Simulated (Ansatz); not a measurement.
The parent structure is TiO2 in the rutile structure (space group P4_2/mnm, No. 136).

```
CELL_PARAMETERS angstrom
      4.64344     0.00000     0.00000
      0.00000     4.64344     0.00000
      0.00000     0.00000     2.96380
ATOMIC_POSITIONS crystal
  Ti 0.00000 0.00000 0.00000
  Ti 0.50000 0.50000 0.50000
  O  0.30513 0.30513 0.00000
  O  0.80513 0.19487 0.50000
  O  0.19487 0.80513 0.50000
  O  0.69487 0.69487 0.00000
```

Cartesian axes are those of the cell as printed.

The values are results of Ansatz (a first-principles code), PBE, PAW, cutoff 420 eV, no spin-orbit coupling, not measurements.

Base values:

The shortest interatomic distance is 1.958 Å.

One thing is altered: the cell is compressed by 0.60 % along z with no lateral relaxation, atoms relaxed at fixed cell.

Problem. What happens to the energy relative to the base?

Solution. The energy grows by 0.6 meV/atom.

Problem. How does this affect the shortest interatomic distance?

Solution. The shortest interatomic distance shrinks by 0.006 Å to 1.952 Å.

Problem. Estimate the effect on the stress.

Solution. The stress (xx, yy, zz, yz, xz, xy; compression positive) is (0.90, 0.90, 2.90, 0.00, 0.00, 0.00) GPa.

The cells carry an imposed strain or load. Whether these cells are dynamically stable was not tested. The final runs are not spin-polarised.
